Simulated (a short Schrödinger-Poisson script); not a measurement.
Stack: symmetric double-gate stack, HfO2 on p-type Si(100), at 300 K.

```tsv
layer	material	thickness (nm)	Na (cm⁻³)
1	HfO2	5	-
2	Si	14	5e17
3	HfO2	5	-
```

The device is made up for the run: typed textbook-type constants, with dimensions and the other settings drawn at random. HfO2: permittivity 22, conduction-band edge (eV) 1.55, gap (eV) 5.7, electron mass (mₑ) 0.2. Si: permittivity 11.7, conduction-band edge (eV) 0, gap (eV) 1.124, Nv at 300 K (cm⁻³) 3.1e19.

Channel valleys (confinement mass, in-plane density-of-states mass, number): Δ2 0.916, 0.19, 2; Δ4 0.19, 0.417, 4. At the gates, both at one voltage, the conduction-band edge of layer 1 lies 1.89 eV − eVg above the Fermi level of the channel. Gaps are held at their typed values at every temperature. Mesh 0.03 nm at interfaces.

From a short Schrödinger-Poisson script (our own, NumPy): 1D Poisson equation in equilibrium, electrons classical, Boltzmann, parabolic valleys, classical holes, full ionisation, no traps, pinning or gate leakage.

The same stack at other levels of the model or other numerical settings:

| run | sheet density of all electrons at Vg = 1.05 V (cm⁻²) | sheet density of all electrons at Vg = 0.45 V (cm⁻²) | capacitance of both gates at Vg = 1.05 V (μF/cm²) | gate voltage at 1e11 electrons/cm² (V) | rough cost against the base |
|---|---|---|---|---|---|
| base | 2.96e13 | 4.86e12 | 7.15 | 0.22 | about 1 |
| electrons treated as classical, Fermi-Dirac | ? | 4.75e12 | 6.39 | 0.22 | 4 |
| electrons treated as quantum, Hartree | ? | 3.38e12 | ? | 0.23 | 30 |
| mesh six times as coarse | 2.87e13 | 4.76e12 | 6.89 | 0.22 | about 1 |

Question: What belongs in the gaps?

Answer: 
- electrons treated as quantum, Hartree, capacitance of both gates at Vg = 1.05 V (μF/cm²): 5.33
- electrons treated as classical, Fermi-Dirac, sheet density of all electrons at Vg = 1.05 V (cm⁻²): 2.73e13
- electrons treated as quantum, Hartree, sheet density of all electrons at Vg = 1.05 V (cm⁻²): 2.13e13

The classical rows ignore confinement, and Boltzmann statistics overrate the density once the band edge passes the Fermi level.
